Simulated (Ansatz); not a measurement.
The parent structure is PbTe in the zinc blende structure (space group F-43m, No. 216; a = 7.285 Å; a hypothetical phase, not in the database extracts checked).

Modification: hydrostatic tension (pressure −2 GPa).

Levels (all Ansatz, a quantum-chemistry and plane-wave program, PAW, earlier PAW set): r2SCAN (500 eV, no spin-orbit coupling); HSE06 (420 eV, scalar-relativistic without spin-orbit coupling); HSE06+SOC (420 eV, with spin-orbit coupling).

One geometry, relaxed with r2SCAN, under each level:

```json
[
 {"level": "r2SCAN", "band gap": "0.94 eV", "lowest conduction level above the VBM at special points": "X 0.94 eV; U 1.78 eV; K 1.78 eV; Γ 1.82 eV"},
 {"level": "HSE06", "band gap": "?", "lowest conduction level above the VBM at special points": "?"},
 {"level": "HSE06+SOC", "band gap": "0.64 eV", "lowest conduction level above the VBM at special points": "X 0.80 eV; U 1.32 eV; K 1.32 eV; Γ 0.64 eV"}
]
```

### Question
Give the withheld HSE06 results.

### Answer

- HSE06, band gap: 1.17 eV
- HSE06, lowest conduction level above the VBM at special points: X 1.17 eV; U 2.03 eV; K 2.03 eV; Γ 2.08 eV

Single points use the geometry relaxed with r2SCAN. Their cutoffs differ, which shifts pressures a little. HSE06 gaps are upper bounds (no full band path). Differences between runs with and without spin-orbit coupling are approximate. Spin-orbit coupling, missing from the scalar runs, can matter with Pb and Te. Load acts through the strain it causes; cell and atoms are relaxed under it. Stability against distortions was not tested.
